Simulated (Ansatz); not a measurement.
Base system: Mg2Sn (space group Fm-3m, No. 225; a = 6.747 Å; relaxed with 0.1 eV smearing). Axes: x, y, z lie along the cube axes.

Level of theory: Ansatz (a program for electronic structure) PBEsol, scalar-relativistic without spin-orbit coupling.

For the base:

| Quantity | Result |
|---|---|
| Shortest interatomic distance | 2.922 Å |

Now apply this change: a pure shear with ε_xy = ε_yx = 0.0086, atoms relaxed at fixed cell.

What does the calculation give for the energy relative to the base after the change?

The energy rises by 0.7 meV/atom.

How does this affect the shortest interatomic distance?

The shortest interatomic distance shrinks by 0.0102 Å to 2.911 Å.

What happens to the largest internal atomic displacement?

The largest internal atomic displacement amounts to 0.011 Å.

The cells carry an imposed strain or load. No phonon test of stability was made.
